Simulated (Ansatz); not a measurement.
The starting structures come from a database of crystals and need not be the phases stable at ambient conditions.

Tunnelling through a barrier is set by its complex band structure: the current falls as exp(−2κd) with the smallest κ.

Consider the following.

```
CELL_PARAMETERS angstrom
      4.02103     0.00000     0.00000
      0.00000    13.91636     0.00000
      0.00000     0.00000     4.02103
ATOMIC_POSITIONS crystal
  La 0.00000 0.40974 0.50000
  La 0.50000 0.59026 0.00000
  Bi 0.50000 0.12870 0.00000
  Bi 0.00000 0.87130 0.50000
  S  0.00000 0.10705 0.50000
  S  0.50000 0.89295 0.00000
  S  0.50000 0.30841 0.00000
  S  0.00000 0.69159 0.50000
  O  0.00000 0.50000 0.00000
  O  0.50000 0.50000 0.50000
```

Space group of this cell: P4/nmm. The cell was relaxed by PBE-D3(BJ); by r2SCAN its mean pressure is 1.5 GPa.

Transport runs along the normal of the first two printed cell vectors, the (100) plane of the conventional cell.

The gap is the functional's own. No spin-orbit coupling. Mid-gap values are interpolated on the energy grid.

Q: Compute, with r2SCAN in Ansatz (a quantum-chemistry and plane-wave program), the band gap and the smallest decay constant κ at mid-gap.

A: Gap 1.10 eV on a 8×4×8 mesh; κ = 0.097 1/Å, at the zone centre.
